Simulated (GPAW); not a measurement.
# Pressure against volume in rutile-structure SnO2 (space group 136) (GPAW, LDA)

```
CELL_PARAMETERS angstrom
      4.55565     0.00000     0.00000
      0.00000     4.55565     0.00000
      0.00000     0.00000     3.06593
ATOMIC_POSITIONS crystal
  Sn 0.00000 0.00000 0.00000
  Sn 0.50000 0.50000 0.50000
  O  0.30700 0.30700 0.00000
  O  0.80700 0.19300 0.50000
  O  0.19300 0.80700 0.50000
  O  0.69300 0.69300 0.00000
```

Method: LDA (Perdew-Wang 92), GPAW PAW datasets LDA (gpaw-data 1.0.1) (plane waves; GPAW). Settings: mode = pw; ecut = 1040 eV; xc = LDA; kpts = 7 7 10; mesh shift (steps) = 0 0 0; occupations.name = fermi-dirac; occupations.width = 0.01 eV; nbands = -8; convergence.bands = -6; symmetry.symmorphic = false; symmetry.tolerance = 0.0005; maxiter = 120. The cell above is the first row's. The rows scale it uniformly. In all rows fractional positions and the k mesh are held.

| V (Å^3/atom) | P (GPa) |
|---|---|
| 10.605 | 28.91 |
| 10.836 | 21.81 |
| 11.066 | 15.52 |
| 11.297 | 9.85 |
| 11.527 | 4.77 |
| 11.758 | 0.23 |
| 11.988 | -3.84 |
| 12.219 | -7.45 |
| 12.449 | ? |

Using a cubic, estimate the missing P at V = 12.449 from the other rows, showing the fit.

With u = V - 11.4, the rows have u = -0.7950, -0.5640, -0.3340, -0.1030, 0.1270, 0.3580, 0.5880, 0.8190. Least squares gives P = 7.495 - 22.1312·u + 5.3860·u² - 0.8053·u³. Residuals (row less fit): 0.012, -0.025, 0.002, 0.017, 0.000, 0.005, -0.020, 0.010; standard error 0.020 (degrees of freedom: 4). The fitted pressure is zero at V0 = 11.77, where dP/dV = -18.47, so B0 = -V0·dP/dV = 217 GPa. At the withheld row, u = 1.0490, so P = 7.495 - 22.1312 × 1.0490 + 5.3860 × 1.0490² - 0.8053 × 1.0490³ = -10.723 GPa. The calculation gives -10.73 GPa, 0.007 GPa below the prediction (under 0.05 % of the range of P in the table). The row lies outside the fitted rows, so this is an extrapolation. From the scatter of the fitted rows alone, a prediction at this place has a standard error of 0.053 GPa, so the miss is 0.1 times that.

Carrying the step between the two nearest rows on in a straight line would have given -11.04, off by 0.31; series whose last step already gives the withheld value aren't shown. The scan was laid around a cell of about the measured size, scaled by a guess for this functional; axis ratios and inner coordinates come from that cell. The runs keep the symmetry of the cell, so they don't test it for distortions. The shape of the cell and the inner coordinates aren't relaxed, so V0 and B0 belong to this uniform scaling; a relaxed crystal lies no higher in energy and is usually softer (forces reach 0.63 eV/Å in these rows). Cutoffs and mesh are single choices, not tested for convergence of this quantity. Series with a scatter that would blur these digits, or in which a gap closes, are not shown.
